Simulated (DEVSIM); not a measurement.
Structure: Schottky contact on p-type Si, at 350 K.

Layer 1 from the left is Si, thickness (μm) 1.90, Na (cm⁻³) 1e15, τn (s) 0.00074, τp (s) 0.00074. Layer 2 from the left is Si, thickness (μm) 11.0, Na (cm⁻³) 9e17, τn (s) 0.00074, τp (s) 0.00074.

Left contact: Schottky, work function 4.384 eV, emission velocity 1e7 cm/s. Right contact: ohmic. Voltage is applied to the left contact. Recombination: SRH at mid-gap. Mobility is constant in doping.

Constants are typed, rounded textbook-type inputs, not results; the design itself was drawn at random and stands for no fabricated device. Values at 300 K; Nc and Nv go as T^1.5, mobilities as T to minus their exponent, the gap by Varshni's rule with the affinity fixed.

Si: gap (eV) 1.124, affinity (eV) 4.05, permittivity 11.7, Nc (cm⁻³) 2.86e19, Nv (cm⁻³) 3.1e19, μn (cm²/Vs) 1417, μp (cm²/Vs) 470, T exponent of μn 2.3, T exponent of μp 2.2, Varshni α (eV/K) 0.000473, Varshni β (K) 636.

Simulated with DEVSIM: 1D drift-diffusion, Boltzmann statistics, complete ionisation; no tunnelling, impact ionisation, image-force lowering or self-heating. Metal contacts follow the ideal Schottky-Mott rule: no Fermi-level pinning, no interface dipoles.

Dark forward current:

```
|V| (V)  |J| (A/cm²)
-------  -----------
0.05       0.0004508
0.10        0.002658
0.15         0.01338
0.20         0.06433
0.25          0.2945
0.30           1.217
0.35           4.081
0.40           10.32
0.45           20.94
0.50           39.11
0.55           74.63
0.60           149.0
0.65           302.8
0.70           597.7
0.75            1095
0.80            1802
0.85            2631
```

Q: Work out the local ideality factor n = ΔV / (kT/q · ln(J2/J1)) between the rows 0.15 and 0.20 V, 0.80 and 0.85 V.

A: kT/q = 30.16 mV. From 0.15 to 0.20 V: ln(0.06433/0.01338) = 1.570, n = 1.06, near the 1 of diffusion or emission over a barrier. From 0.80 to 0.85 V: ln(2631/1802) = 0.378, n = 4.38.

Q: Estimate the current at 0.15 V for emission alone, J0 = q v N_band exp(−φB/kT), and read the barrier back from the simulated current.

A: φB = 0.777 eV, N_band = 3.91e19 cm⁻³, J0 = 0.000409 A/cm²; J = J0 (exp(qV/kT) − 1) = 0.0587 A/cm². The simulation gives 0.0134 A/cm²; the estimate lies 340 % above. Read backwards, the simulated current gives an apparent barrier of 0.821 eV. The estimate leaves out transport through the depletion region and minority injection.
